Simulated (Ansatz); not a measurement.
The starting structures come from a database of crystals and need not be the phases stable at ambient conditions.

**Evanescent states of KSc(MoO$_{4}$)$_{2}$ (P-3m1, not sure to be the ambient phase, 12 atoms a cell, 18.5 Å³ an atom, -6 GPa at this level) along the normal of (100)**

The numbers are results of r2SCAN (plane waves, PAW; Ansatz, a first-principles code), not measurements.

No gap correction and no spin-orbit coupling; mid-gap values are interpolated between computed energies.

Energies count from the valence-band top; κ is the least over a 6×4 mesh across the current.

```
E (eV)  κ (1/Å)  where
------  -------  -----
0.10      0.226  off Γ
0.28      0.345      Γ
0.47      0.379      Γ
0.67      0.404      Γ
0.85      0.422      Γ
1.04      0.435      Γ
1.24      0.444      Γ
1.43      0.449      Γ
1.61      0.451      Γ
1.80      0.450      Γ
2.00      0.445      Γ
2.19      0.437      Γ
2.38      0.426      Γ
2.56      0.412      Γ
2.75      0.393      Γ
2.94      0.370      Γ
3.13      0.340      Γ
3.33      0.302      Γ
3.52      0.251      Γ
3.71      0.175      Γ
```

Question: How thick must the barrier be to attenuate the transmission by 10^6 when the electrodes' Fermi level lies at 0.67 eV, and what attenuation does that film give at 2.94 eV?

Answer: d = 6 ln 10 / (2 × 0.404) = 17.1 Å. At 2.94 eV it gives 6 × 0.370/0.404 = 5.5 decades.
